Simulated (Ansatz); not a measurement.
Take GeSe in the rock salt structure (space group Fm-3m, No. 225; a = 5.5610 Å; a cell from a computed database, its experimental status unchecked) as the base.

One thing is altered: Ru takes the place of Ge on all its sites; the structure is relaxed again.

Levels (all Ansatz, a program for electronic structure, PAW): PBEsol (420 eV, no spin-orbit coupling); PBEsol+SOC (420 eV, with spin-orbit coupling).

The geometry is relaxed with PBEsol.

| Quantity | Result |
|---|---|
| PBEsol pressure | 0.0 GPa |

How does going to PBEsol+SOC change the pressure?

The pressure goes from zero to 0.4 GPa.

Single points use the geometry relaxed with PBEsol. Differences between runs with and without spin-orbit coupling are approximate. No phonon test of stability was made. As relaxed here, RuSe is a hypothetical phase, not in the database extracts checked. The runs without spin-orbit coupling are not spin-polarised. RuSe has a high density of states at the Fermi level and may be magnetic at this level.
